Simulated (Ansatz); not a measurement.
# V$_{2}$O$_{3}$ in the corundum structure (space group R-3c, No. 167; ferromagnetic)

```
V2O3
1.0
    2.38759     1.37847     4.74463
   -2.38759     1.37847     4.74463
    0.00000    -2.75695     4.74463
V O
4 6
Cartesian
  0.00000   0.00000   9.39861
  0.00000   0.00000   4.83529
  0.00000   0.00000  11.95224
  0.00000   0.00000   2.28166
 -1.60999  -0.03163   5.93079
  1.60999   0.03163   8.30311
 -0.77760  -1.41010   8.30311
  0.77760   1.41010   5.93079
 -0.83239   1.37847   8.30311
  0.83239  -1.37847   5.93079
```

Computed with plane-wave PAW DFT at the PBEsol level (Ansatz, a quantum-chemistry and plane-wave program, 420 eV), no spin-orbit coupling, earlier PAW set. k-mesh 12×12×12 (Γ-centred); smearing 0.05 eV (Fermi–Dirac).

| Item | Result |
|---|---|
| Volume per atom | 9.37 Å³ |
| Density | 5.31 g/cm³ |
| Band gap | zero |
| Magnetic state | ferromagnetic |
| Total energy | -1491.455 eV/atom (σ→0; compares only within this code and set-up) |

Other magnetic orders, which the real material may have, were not ruled out. Stability against distortions was not tested. No Hubbard U is applied, and correlation can decide whether such a compound is a metal. The base started in C2/c and relaxed to R-3c at this level.
